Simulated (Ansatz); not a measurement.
BeTe under load (space group I-4m2), r2SCAN with spin-orbit coupling, rigid bands in Ansatz (an electronic-structure program). Condition of this run: uniaxial stress zz = 1 GPa (compression positive) (the target of the relaxation). Band gap 1.97 eV, N_c = 9.99e18 cm⁻³ and N_v = 6.07e18 cm⁻³ at 300 K, conductivity masses along z (a = (0.00, 2.84, 2.79) Å; b = (2.84, 0.00, 2.79) Å; c = (2.84, 2.84, 0.00) Å) of 1.76 mₑ (electrons) and 0.386 mₑ (holes). Take k_BT = 0.02585 eV.

### Question
Find the intrinsic carrier density and the intrinsic Fermi level.

### Answer
n_i = √(N_c N_v) exp(−E_g/2k_BT) = 7.79e18 × exp(−38.10) = 2.2e2 cm⁻³. The level lies (k_BT/2) ln(N_v/N_c) = -6 meV from mid-gap (positive towards the conduction band). Each 0.1 eV added to the gap lowers n_i by a factor of 6.9.

### Question
A film of it is 2 nm thick, with its normal along the direction named. Estimate the confinement energies in an infinite well.

### Answer
ħ²π²/(2m t²) = 0.376 eV·nm²/(m/mₑ × t²) gives 53.4 meV for electrons and 244 meV for holes, so the gap would widen to about 2.27 eV. Finite barriers and nonparabolic bands lower this, and with several valleys or bands the heaviest mass along the normal sets the lowest level, not this average.

### Question
What thermal injection velocity √(2k_BT/πm) limits a ballistic channel along the direction named?

### Answer
4.06e6 cm/s for electrons and 8.66e6 cm/s for holes, a ratio of √(m_h/m_e) = 0.468, for dilute carriers.

Rigid bands with the computed gap; masses take one relaxation time for all states.
